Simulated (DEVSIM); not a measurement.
Device: double heterostructure, In0.53Ga0.47As between p- and n-type InP, at 350 K.

```
layer (left to right)        material  thickness (μm)  Nd (cm⁻³)  Na (cm⁻³)  τn (s)  τp (s)
---------------------  --------------  --------------  ---------  ---------  ------  ------
1                                 InP           0.340     1.3e17          -   3e-10   3e-10
2                      In0.53Ga0.47As          0.0870          -       2e15   3e-10   3e-10
3                                 InP           0.910          -     1.1e17   3e-10   3e-10
```

Left contact: ohmic. Right contact: ohmic. Voltage is applied to the left contact. Recombination: SRH at mid-gap, radiative, Auger. Mobility is constant in doping. Where it depends on doping, it is μmin + (μ − μmin)/(1 + (N/Nref)^α).

The device is made up for the run: typed textbook-type constants, with dimensions and the other settings drawn at random. Values at 300 K; Nc and Nv go as T^1.5, mobilities as T to minus their exponent, the gap by Varshni's rule with the affinity fixed. The table also holds parameters that only a changed run uses.

| parameter | InP | In0.53Ga0.47As |
|---|---|---|
| gap (eV) | 1.344 | 0.74 |
| affinity (eV) | 4.38 | 4.51 |
| permittivity | 12.5 | 13.9 |
| Nc (cm⁻³) | 5.7e17 | 2.1e17 |
| Nv (cm⁻³) | 1.1e19 | 7.7e18 |
| μn (cm²/Vs) | 5200 | 12000 |
| μp (cm²/Vs) | 170 | 300 |
| μn,min | 400 | 300 |
| μp,min | 10 | 10 |
| Nref,n | 3e17 | 1.3e17 |
| Nref,p | 4.9e17 | 4.9e17 |
| αn | 0.47 | 0.48 |
| αp | 0.62 | 0.4 |
| T exponent of μn | 2 | 1.6 |
| T exponent of μp | 2 | 1.6 |
| B (cm³/s) | 1.2e-10 | 9.6e-11 |
| Cn (cm⁶/s) | 9e-31 | 5e-29 |
| Cp (cm⁶/s) | 9e-31 | 5e-29 |
| Varshni α (eV/K) | 0.000363 | 0.00035 |
| Varshni β (K) | 162 | 190 |

DEVSIM, 1D drift-diffusion, Boltzmann statistics, complete ionisation; no tunnelling, impact ionisation, image-force lowering or self-heating. Band offsets follow the typed affinities; no thermionic-emission limit at abrupt steps, no polarisation charge.

Base results: potential step across the device at zero bias (V) 1.130; dark forward voltage at 100 A/cm² (V) 0.706; dark forward voltage at 1 A/cm² (V) 0.335.

Problem. What follows from this one change: thickness of layer 2 0.087 → 0.26 μm?

Solution. potential step across the device at zero bias little changed (1.130 V); dark forward voltage at 100 A/cm² 0.706 → 0.642 V; dark forward voltage at 1 A/cm² 0.335 → 0.266 V.

Problem. What follows from this one change: doping Nd of layer 1 1.3e+17 → 1.3e+16 cm^-3?

Solution. potential step across the device at zero bias 1.130 → 1.061 V; dark forward voltage at 100 A/cm² little changed (0.703 V); dark forward voltage at 1 A/cm² 0.335 → 0.323 V.

Problem. What follows from this one change: doping Na of layer 3 1.1e+17 → 3.3e+18 cm^-3?

Solution. potential step across the device at zero bias 1.130 → 1.233 V; dark forward voltage at 100 A/cm² 0.706 → 0.547 V; dark forward voltage at 1 A/cm² 0.335 → 0.302 V.

Problem. What follows from this one change: doping-dependent mobility in place of the constant one?

Solution. potential step across the device at zero bias little changed (1.130 V); dark forward voltage at 100 A/cm² 0.706 → 0.719 V; dark forward voltage at 1 A/cm² 0.335 → 0.342 V.
